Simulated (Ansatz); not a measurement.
The (111) face of silicon can be cut between different planes. Symmetric, stoichiometric slabs relaxed in the 1x1 cell (13.0 Å²): top plane Si, 0.79 Å over the next in the ideal cut; top plane Si, 2.37 Å over the next in the ideal cut.

Method: PBE (plane waves to 420 eV, PAW; Ansatz, a first-principles code).

Task: Rank these by surface energy (lowest first), as PBE gives it.

Result: the cut with an outer spacing of 0.79 Å (1.57 J/m²), the cut with an outer spacing of 2.37 Å (2.79 J/m²)
